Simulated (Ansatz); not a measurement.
# Zr, response to strain

The parent structure is Zr in the hcp (Mg type) structure (space group P6_3/mmc, No. 194; relaxed with 0.1 eV smearing).

```xyz
2
Lattice="3.2443 0.0000 0.0000 -1.6222 2.8097 0.0000 0.0000 0.0000 5.1580" Properties=species:S:1:pos:R:3 pbc="T T T"
Zr     1.6222     0.9366     3.8685
Zr     0.0000     1.8731     1.2895
```

Cartesian axes are those of the cell as printed.

Strains are applied to the cell and any free atomic positions relax; under biaxial strain the out-of-plane vector relaxes too.

Method: r2SCAN in Ansatz (plane waves to 500 eV, PAW, without spin-orbit coupling).

Notes on the quantities. in-plane stress: mean in-plane stress (compression positive).

```tsv
variant	shortest interatomic distance	in-plane stress	out-of-plane strain
base	3.187 Å	–	–
biaxial strain −3.00 %, plane normal [001], relaxed out of plane	3.147 Å	+5.1 GPa	+2.52 %
biaxial strain −2.50 %, plane normal [001], relaxed out of plane	3.163 Å	+4.3 GPa	+2.05 %
biaxial strain −2.00 %, plane normal [001], relaxed out of plane	3.179 Å	+3.4 GPa	+1.61 %
biaxial strain −1.50 %, plane normal [001], relaxed out of plane	3.196 Å	[?]	+1.18 %
biaxial strain −1.00 %, plane normal [001], relaxed out of plane	3.193 Å	[?]	+0.77 %
biaxial strain −0.50 %, plane normal [001], relaxed out of plane	[?]	+0.9 GPa	+0.38 %
```

### Question
Some entries are withheld; estimate them.

### Answer

- biaxial strain −1.50 %, plane normal [001], relaxed out of plane, in-plane stress: +2.6 GPa
- biaxial strain −1.00 %, plane normal [001], relaxed out of plane, in-plane stress: +1.7 GPa
- biaxial strain −0.50 %, plane normal [001], relaxed out of plane, shortest interatomic distance: 3.190 Å

No phonon test of stability was made. The final runs are not spin-polarised.

Ansatz is a program for electronic structure.
